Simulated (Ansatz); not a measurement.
A computed series for BeS: element substitutions

Base system: BeS in the zinc blende structure (space group F-43m, No. 216; a = 4.8379 Å).

Each row replaces one element on all its sites; cell and atoms are relaxed.

Computed with Ansatz (an electronic-structure program) PBEsol, no SOC.

Candidates:
(a) S → Cl
(b) S → C
(c) Be → Ba
(d) S → Se

Before the change:

| Property | Value |
|---|---|
| Volume per atom | 14.15 Å³ |

Question: Order them by volume per atom, lowest first.

Answer: (b) S → C (8.82 Å³), (d) S → Se (16.86 Å³), (a) S → Cl (16.94 Å³), (c) Be → Ba (41.72 Å³)

Stability against distortions was not tested. As relaxed here, BeCl, BeC and BaS are hypothetical phases, not in the database extracts checked. The final runs are not spin-polarised. An odd electron count without spin: BeCl.
